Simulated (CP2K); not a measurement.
Input and output of a self-consistent single point for As (R-3m, 2 atoms in the cell) (CP2K).

Method of the run: CP2K 2026.2 with PBE, GPW, DZVP-MOLOPT-SR-GTH basis, GTH-PBE potentials (GTH_POTENTIALS).

```
As
1.0
    4.35857     0.00000     0.00000
    2.69070     3.42889     0.00000
    2.69070     1.30880     3.16928
As
2
Direct
  0.22443   0.22443   0.22443
  0.77557   0.77557   0.77557
```

Reference input (self-consistent single point, DFT PBE, GPW, DZVP-MOLOPT-SR-GTH basis, GTH-PBE potentials (GTH_POTENTIALS)): CUTOFF = 400 Ry; REL_CUTOFF = 60 Ry; SMEAR/METHOD = METHFESSEL_PAXTON; SIGMA = 0.2 eV; KPOINTS/SCHEME = MONKHORST-PACK 7 7 7; XC_FUNCTIONAL = PBE; As/BASIS_SET = DZVP-MOLOPT-SR-GTH-q5; As/POTENTIAL = GTH-PBE-q5; METHOD = GPW; EPS_DEFAULT = 1e-10; NGRIDS = 4; SCF_GUESS = ATOMIC. This run's input differs from it in these lines:

```diff
@@ -39,3 +39,3 @@
     &KPOINTS
-      SCHEME MONKHORST-PACK 7 7 7
+      SCHEME MACDONALD 8 8 8 0.0625 0.0625 0.0625
     &END KPOINTS
```

The program printed (abridged):

```
 SCF WAVEFUNCTION OPTIMIZATION

  Step     Update method      Time    Convergence         Total energy    Change
     1 NoMix/Diag. 0.30E+00      -     0.39691546       -12.6524638037 -1.27E+01
     2 Broy./Diag. 0.30E+00      -     0.00249744       -12.6334784574  1.90E-02
     3 Broy./Diag. 0.30E+00      -     0.00466228       -12.6155930215  1.79E-02
     4 Broy./Diag. 0.30E+00      -     0.00124435       -12.6208361423 -5.24E-03
     5 Broy./Diag. 0.30E+00      -     0.00053996       -12.6213746280 -5.38E-04
     6 Broy./Diag. 0.30E+00      -     0.00010338       -12.6214741008 -9.95E-05
     7 Broy./Diag. 0.30E+00      -     0.00001112       -12.6213529208  1.21E-04
     8 Broy./Diag. 0.30E+00      -     0.00001033       -12.6214658208 -1.13E-04
     9 Broy./Diag. 0.30E+00      -     0.00000015       -12.6214896063 -2.38E-05
  *** SCF run converged in     9 steps ***

  Overlap energy of the core charge distribution:               0.00000000075646
  Self energy of the core charge distribution:                -27.12449920902674
  Core Hamiltonian energy:                                      6.00762251992290
  Hartree energy:                                              11.61947786823991
  Exchange-correlation energy:                                 -3.12407600536488
  Smearing free energy correction:                             -0.00001478084848
  Fermi energy:                                                 0.19017066902832

  Total energy:                                               -12.62148960634401

 ENERGY| Total FORCE_EVAL ( QS ) energy [hartree]            -12.621490315259670

 FORCES| Atomic forces [hartree/bohr]
   [... lines left out ...]

 STRESS| Analytical stress tensor [bar]
 STRESS|                        x                   y                   z
 STRESS|      x       -9.22314100022E+03  -5.60823051016E+02  -3.75136343109E+02
 STRESS|      y       -5.60823051016E+02  -8.34294277300E+03  -1.82435042858E+02
 STRESS|      z       -3.75136343109E+02  -1.82435042858E+02  -8.19213109859E+03
 STRESS| 1/3 Trace                                            -8.58607162394E+03
```

The run converged in 9 iterations. Against the reference run the free energy rises by 4.3 meV/atom, the pressure goes from -0.96 to -0.86 GPa and the largest force goes from 0.043 to 0.061 eV/Å.

The starting cell comes from a database of computed structures (which also holds hypothetical and non-ambient phases and stackings), without a prior relaxation at this level. Its lattice was rescaled by a random factor within 2.5 % of one. Values carry the incompleteness of an atom-centred basis.

Cost on one core of a shared machine: roughly 30 s.
